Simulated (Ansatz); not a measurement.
We consider Ge₂Os (model structure, started from the C54 type, Fddd, No. 70, 6 atoms in the cell), described by LDA (Ansatz, an electronic-structure program, PAW).

Run with plane-wave cutoff 520 eV, 14×14×14 k mesh, Fermi–Dirac smearing 0.05 eV, no spin polarisation, scalar-relativistic PAW data made under PBE.

Cell (relaxed at this level):

```yaml
crystal:
  lattice:
    - [0.00000, 3.95789, 4.90761]
    - [2.27292, 0.00000, 4.90761]
    - [2.27292, 3.95789, 0.00000]
  atoms:
    - { symbol: Ge, position: [0.66975, 0.33025, 0.66975] }
    - { symbol: Ge, position: [0.33025, 0.66975, 0.33025] }
    - { symbol: Ge, position: [0.58025, 0.91975, 0.58025] }
    - { symbol: Ge, position: [0.91975, 0.58025, 0.91975] }
    - { symbol: Os, position: [0.00000, 0.00000, 0.00000] }
    - { symbol: Os, position: [0.25000, 0.25000, 0.25000] }
```

**Question.** What does this level give for the bulk modulus B0?

**Answer.** 
bulk modulus B0: 177 GPa

Note: the run has no spin polarisation, so it can have missed a magnetic state; the bulk modulus is −V dP/dV from two relaxed cells at ±2 % in volume; the relaxation could raise the start's symmetry but not lower it, so the cell can be a saddle point.

Spin–orbit coupling is not included; it can open a gap where bands touch, and shift volumes and moduli.

Computed values are for the static lattice.

The result took about 13 core-minutes (a rough figure).

A model structure was made by putting elements into a prototype or built by hand; it is no filed structure, need not be a known phase, and can be a saddle point held by its symmetry.
